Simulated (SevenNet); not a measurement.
**1T (CdI2-type) MgI₂**

The numbers are results of the machine-learned potential SevenNet-0 (trained on PBE and PBE+U data), not measurements.

Cell: relaxed at this level.

```yaml
lattice_parameter_a: 4.228 Å
lattice_parameter_c: 7.684 Å
volume_per_atom: 39.65 Å³/atom
```

Measured, for comparison: lattice constant a 4.14 Å, lattice parameter c 6.88 Å (temperature not stated, copied from a table, unchecked, not corrected to a static lattice; as tabulated in Crystal Structures 1, 239 (1963)). Computed (rounded) less measured: lattice constant a not scored (unchecked), lattice parameter c not scored (unchecked).

A machine-learned potential is trained on density-functional data: it inherits that level's misses and adds fitting errors of its own.

Note: the model's c/a of 1.82 is far from the 1.65 of the starting cell; this model's volume lies 16 % above that of the starting cell (a measured, published or database cell).
